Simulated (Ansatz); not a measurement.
Base system: BAs in the zinc blende structure (space group F-43m, No. 216; a = 4.7677 Å). Axes: x, y, z lie along the cube axes.

Computed with PBEsol/PAW in Ansatz (a quantum-chemistry and plane-wave program), no SOC, earlier PAW set.

Base values:

The band gap is 1.08 eV.

One thing is altered: biaxial strain −1.32 %, plane normal [111], relaxed out of plane (Cartesian); in-plane vectors clamped, the third vector and the atoms free.

Predict the new in-plane stress, energy relative to the base, ratio −ε⊥/ε∥ and band gap.

The mean in-plane stress (compression positive) is +5.2 GPa; the energy rises by 5.7 meV/atom; the ratio −ε⊥/ε∥ comes out as 0.25; the band gap shrinks by 0.09 eV, from 1.08 eV to 0.99 eV.

Whether these cells are dynamically stable was not tested.
